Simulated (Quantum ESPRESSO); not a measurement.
The steps of a band-structure calculation for Al (Fm-3m, 1 atom in the cell) with Quantum ESPRESSO.

Computed with PBE, SSSP 1.1.2 efficiency (PBE) pseudopotentials (plane waves; Quantum ESPRESSO).

Step 1 (scf):

```fortran
&control
    calculation = 'scf'
    prefix = 'run'
    outdir = './tmp'
    pseudo_dir = './'
    tprnfor = .true.
    tstress = .true.
/
&system
    ibrav = 0
    nat = 1
    ntyp = 1
    ecutwfc = 35
    ecutrho = 280
    occupations = 'smearing'
    smearing = 'fd'
    degauss = 0.0036749
    nbnd = 14
/
&electrons
    conv_thr = 1.0e-11
/
ATOMIC_SPECIES
Al    26.9815  Al.pbe-n-kjpaw_psl.1.0.0.UPF
ATOMIC_POSITIONS crystal
Al    0.000000000    0.000000000    0.000000000
K_POINTS automatic
19 19 19  0 0 0
CELL_PARAMETERS angstrom
   0.000000000     1.989173000     1.989173000
   1.989173000     0.000000000     1.989173000
   1.989173000     1.989173000     0.000000000
```

Step 2 (bands):

```fortran
&control
    calculation = 'bands'
    prefix = 'run'
    outdir = './tmp'
    pseudo_dir = './'
    verbosity = 'high'
/
&system
    ibrav = 0
    nat = 1
    ntyp = 1
    ecutwfc = 35
    ecutrho = 280
    occupations = 'smearing'
    smearing = 'fd'
    degauss = 0.0036749
    nbnd = 14
/
&electrons
    conv_thr = 1.0e-11
    startingwfc = 'random'
    diago_thr_init = 1.0d-6
    diagonalization = 'cg'
/
ATOMIC_SPECIES
Al    26.9815  Al.pbe-n-kjpaw_psl.1.0.0.UPF
ATOMIC_POSITIONS crystal
Al    0.000000000    0.000000000    0.000000000
K_POINTS crystal_b
12
  0.00000000   0.00000000   0.00000000  16  ! G
  0.50000000   0.00000000   0.50000000   8  ! X
  0.50000000   0.25000000   0.75000000   6  ! W
  0.37500000   0.37500000   0.75000000  17  ! K
  0.00000000   0.00000000   0.00000000  14  ! G
  0.50000000   0.50000000   0.50000000  10  ! L
  0.62500000   0.25000000   0.62500000   6  ! U
  0.50000000   0.25000000   0.75000000  11  ! W
  0.50000000   0.50000000   0.50000000  10  ! L
  0.37500000   0.37500000   0.75000000   1  ! K
  0.62500000   0.25000000   0.62500000   6  ! U
  0.50000000   0.00000000   0.50000000   1  ! X
CELL_PARAMETERS angstrom
   0.000000000     1.989173000     1.989173000
   1.989173000     0.000000000     1.989173000
   1.989173000     1.989173000     0.000000000
```

Step 3 (bands.x):

```fortran
&bands
    prefix = 'run'
    outdir = './tmp'
    filband = 'bands.dat'
    lsym = .false.
/
```

Output of bands (abridged):

```
     file Al.pbe-n-kjpaw_psl.1.0.0.UPF: wavefunction(s)  3S 3P renormalized

     Atomic positions and unit cell read from directory:
     ./tmp/run.save/

     Message from routine setup:
     using ibrav=0 with symmetry is DISCOURAGED, use correct ibrav instead
     G-vector sticks info
     --------------------
     sticks:   dense  smooth     PW     G-vecs:    dense   smooth      PW
   [... lines left out ...]
     unit-cell volume          =     106.2293 (a.u.)^3
   [... lines left out ...]
         1        Al     tau(   1) = (  0.0000000  0.0000000  0.0000000  )

     number of k points=   106  Fermi-Dirac smearing, width (Ry)=  0.0037
                       cart. coord. in units 2pi/alat
        k(    1) = (   0.0000000   0.0000000   0.0000000), wk =   0.0188679
        k(    2) = (   0.0000000   0.0441942   0.0000000), wk =   0.0188679
        k(    3) = (   0.0000000   0.0883883   0.0000000), wk =   0.0188679
   [... 103 lines left out ...]

     Dense  grid:     8393 G-vectors     FFT dimensions: (  30,  30,  30)

     Smooth grid:     2975 G-vectors     FFT dimensions: (  24,  24,  24)

     The potential is recalculated from file :
     ./tmp/run.save/charge-density

     Band Structure Calculation
     CG style diagonalization

     ethr =  1.00E-06,  avg # of iterations = 29.6

     End of band structure calculation

          k = 0.0000 0.0000 0.0000 (   339 PWs)   bands (ev):

    -3.0672  21.2753  21.2753  21.2753  23.1381  23.1381  23.1381  25.2999
    28.2761  28.2761  31.3820  33.8657  33.8657  33.8657

          k = 0.0000 0.0442 0.0000 (   339 PWs)   bands (ev):

    -3.0307  20.8798  20.8798  20.9904  23.0470  23.5878  23.5877  25.6579
    27.7998  28.3100  31.3078  33.9060  33.9061  34.5011

   [... 104 blocks of this kind left out ...]
```

Output of bands.x (abridged):

```
     Reading xml data from directory:

     ./tmp/run.save/
     file Al.pbe-n-kjpaw_psl.1.0.0.UPF: wavefunction(s)  3S 3P renormalized

     G-vector sticks info
     --------------------
     sticks:   dense  smooth     PW     G-vecs:    dense   smooth      PW
     Sum         547     271     91                 8393     2975     561

     Reading collected, re-writing distributed wavefunctions
     high-symmetry point:  0.0000 0.0000 0.0000   x coordinate   0.0000
     high-symmetry point:  0.0000 0.7071 0.0000   x coordinate   0.7071
     high-symmetry point:  0.3536 0.7071 0.0000   x coordinate   1.0607
     high-symmetry point:  0.5303 0.5303 0.0000   x coordinate   1.3107
     high-symmetry point:  0.0000 0.0000 0.0000   x coordinate   2.0607
     high-symmetry point:  0.3536 0.3536 0.3536   x coordinate   2.6730
     high-symmetry point:  0.1768 0.7071 0.1768   x coordinate   3.1060
     high-symmetry point:  0.3536 0.7071 0.0000   x coordinate   3.3560
     high-symmetry point:  0.3536 0.3536 0.3536   x coordinate   3.8560
     high-symmetry point:  0.5303 0.5303 0.0000   x coordinate   4.2891
     high-symmetry point:  0.1768 0.7071 0.1768   x coordinate   4.2891
     high-symmetry point:  0.0000 0.7071 0.0000   x coordinate   4.5391

     Plottable bands (eV) written to file bands.dat.gnu
     Bands written to file bands.dat

   JOB DONE.
```

The starting cell comes from a database of computed structures (which also holds hypothetical and non-ambient phases and stackings), without a prior relaxation at this level. Its lattice was rescaled by a random factor within 2.5 % of one.
